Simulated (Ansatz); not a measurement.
**VAs in the CsCl type structure (space group Pm-3m, No. 221; a hypothetical phase, not in the database extracts checked)**

```
VAs
1.0
    3.06830     0.00000     0.00000
    0.00000     3.06830     0.00000
    0.00000     0.00000     3.06830
V As
1 1
Cartesian
  0.00000   0.00000   0.00000
  1.53415   1.53415   1.53415
```

Calculations: Kohn–Sham DFT with the PBE functional, run in Ansatz (a first-principles code) with PAW and 420 eV plane waves, no spin-orbit coupling. k-mesh 15×15×15 (Γ-centred); smearing 0.05 eV (Fermi–Dirac).

```json
{
 "volume_per_atom": "14.44 Å³",
 "density": "7.24 g/cm³",
 "band_gap": "zero",
 "total_energy": "-3884.473 eV/atom (σ→0; compares only within this code and set-up)"
}
```

No phonon test of stability was made. Starting moments died away, wholly or in part, for the base; another magnetic solution may exist. All final runs are without spin polarisation.
